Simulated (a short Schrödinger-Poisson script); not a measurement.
Stack: gated Al0.33Ga0.67As/GaAs modulation-doped gas, at 77 K.

```csv
layer,material,thickness (nm),Nd (cm⁻³),Na (cm⁻³)
1,Al0.33Ga0.67As,30,-,-
2,Al0.33Ga0.67As,30,1.9e18,-
3,Al0.33Ga0.67As,2,-,-
4,GaAs,6000,-,1e15
```

Constants are typed, rounded textbook-type inputs, not results; the design itself was drawn at random and stands for no fabricated device. Al0.33Ga0.67As: permittivity 11.96, conduction-band edge (eV) 0.261, gap (eV) 1.836, electron mass (mₑ) 0.0944, Nv at 300 K (cm⁻³) 9e18. GaAs: permittivity 12.9, conduction-band edge (eV) 0, gap (eV) 1.424, Nv at 300 K (cm⁻³) 9e18.

Channel valleys (confinement mass, in-plane density-of-states mass, number): Γ 0.067, 0.067, 1. At the gate the conduction-band edge of layer 1 lies 1.01 eV − eVg above the Fermi level of the channel; the field vanishes at the back. Donor level 0.02 eV below the band edge. The barrier under the gate holds no holes. Gaps are held at their typed values at every temperature. Mesh 0.08 nm at interfaces.

From a short Schrödinger-Poisson script (our own, NumPy): 1D Poisson equation in equilibrium, electrons quantum, Hartree plus LDA exchange-correlation (BenDaniel-Duke, 40 states a valley, the channel's in-plane mass for all, wave functions free to enter the barrier), parabolic valleys, classical holes, donors ionised by Fermi statistics, acceptors fully, no traps, pinning or gate leakage.

The same stack at other levels of the model or other numerical settings:

```tsv
run	sheet density of all electrons at Vg = 0.5 V (cm⁻²)	sheet density of all electrons at Vg = -2 V (cm⁻²)	capacitance at Vg = 0.5 V (μF/cm²)	centroid of the channel electrons at Vg = 0.5 V (nm)	rough cost against the base
base	1.28e12	9.61e11	0.301	5.13	about 1
electrons treated as classical, Boltzmann	…	1.03e12	0.301	…	0.02
electrons treated as classical, Fermi-Dirac	1.30e12	9.66e11	0.301	4.39	0.07
electrons treated as quantum, Hartree	…	9.50e11	0.301	5.47	0.5
mesh six times as coarse	1.28e12	9.61e11	0.301	5.11	0.3
one subband a valley	1.25e12	9.60e11	0.301	4.65	0.2
```

Complete the blanks.


- electrons treated as classical, Boltzmann, centroid of the channel electrons at Vg = 0.5 V (nm): 1.13
- electrons treated as classical, Boltzmann, sheet density of all electrons at Vg = 0.5 V (cm⁻²): 1.73e12
- electrons treated as quantum, Hartree, sheet density of all electrons at Vg = 0.5 V (cm⁻²): 1.22e12

The classical rows ignore confinement, and Boltzmann statistics overrate the density once the band edge passes the Fermi level.
